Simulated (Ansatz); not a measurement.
# SnTe (model structure, started from the 4H type, P6₃mc, No. 186, 8 atoms in the cell): properties by level of theory

| level (code) | equilibrium lattice constant a (Å) | c axis length (Å) | enthalpy of formation (eV/atom) |
|---|---|---|---|
| PBE (Ansatz) | 5.439 | 12.824 | -0.178 |
| PBEsol (Ansatz) | 5.336 | [?] | -0.086 |
| PBE-D3(BJ) (Ansatz) | 5.385 | 12.528 | -0.082 |

Question: Fill in the missing entries.

Answer: 
- PBEsol (Ansatz, an electronic-structure program), c axis length (Å): 12.428

Caveats: a distance lies near a switch of the dispersion term, which can move the cell (PBE-D3(BJ)). Ansatz's density-functional and Hartree–Fock values are scalar-relativistic unless marked +SOC, with PAW data made under PBE.

The computed numbers hold no vibrational or temperature effects.

A model structure was made by putting elements into a prototype or built by hand; it is no filed structure, need not be a known phase, and can be a saddle point held by its symmetry.
